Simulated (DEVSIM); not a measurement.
Structure: Co/SiO2/p-Si capacitor, at 400 K.

```csv
layer (left to right),material,thickness (nm),Na (cm⁻³)
1,SiO2,4.90,-
2,Si,420,1.9e18
```

Metal gate on the left, work function 5 eV. Fixed charge at the semiconductor interface 3.1e10 cm⁻² (in units of +e); interface traps 2e12 cm⁻² eV⁻¹, uniform in energy, neutral level at 0.3 of the gap above the valence band.

This is a model device: material constants are rounded textbook-type values typed into the input, and sizes, dopings and lifetimes were drawn at random. Values at 300 K; Nc and Nv go as T^1.5, mobilities as T to minus their exponent, the gap by Varshni's rule with the affinity fixed.

```tsv
parameter	SiO2	Si
gap (eV)	9	1.124
affinity (eV)	0.9	4.05
permittivity	3.9	11.7
Nc (cm⁻³)	-	2.86e19
Nv (cm⁻³)	-	3.1e19
Varshni α (eV/K)	-	0.000473
Varshni β (K)	-	636
```

DEVSIM, 1D Poisson equation in equilibrium, Boltzmann statistics, complete ionisation; no quantum confinement or tunnelling. Metal contacts follow the ideal Schottky-Mott rule: no Fermi-level pinning, no interface dipoles.

Task: Tabulate band edges, carrier densities and field at 1.0 V on the gate.

Result: Energies count from the Fermi level of the right contact; mesh points crowd at the junctions.

```csv
x (μm),Ec (eV),Ev (eV),n (cm⁻³),p (cm⁻³),field (V/cm)
0.000,3.100,-5.900,< 1e2,< 1e2,1400000
0.0007847,3.210,-5.790,< 1e2,< 1e2,1400000
0.001840,3.358,-5.642,< 1e2,< 1e2,1400000
0.003136,3.540,-5.460,< 1e2,< 1e2,1400000
0.004470,3.727,-5.273,< 1e2,< 1e2,1400000
0.005210,0.648,-0.448,3.0e11,1.1e14,420000
0.006353,0.695,-0.402,7.8e10,4.1e14,390000
0.009423,0.800,-0.296,3.7e9,8.8e15,300000
0.01382,0.903,-0.193,1.8e8,1.8e17,170000
0.02225,0.975,-0.121,2.3e7,1.4e18,28000
0.03657,0.985,-0.111,1.7e7,1.9e18,470
0.07503,0.985,-0.111,1.7e7,1.9e18,≈ 0
0.1302,0.985,-0.111,1.7e7,1.9e18,≈ 0
0.2219,0.985,-0.111,1.7e7,1.9e18,≈ 0
0.3320,0.985,-0.111,1.7e7,1.9e18,≈ 0
0.3731,0.985,-0.111,1.7e7,1.9e18,≈ 0
0.3962,0.985,-0.111,1.7e7,1.9e18,≈ 0
0.4092,0.985,-0.111,1.7e7,1.9e18,≈ 0
0.4183,0.985,-0.111,1.7e7,1.9e18,≈ 0
0.4217,0.985,-0.111,1.7e7,1.9e18,≈ 0
0.4236,0.985,-0.111,1.7e7,1.9e18,≈ 0
0.4249,0.985,-0.111,1.7e7,1.9e18,≈ 0
```
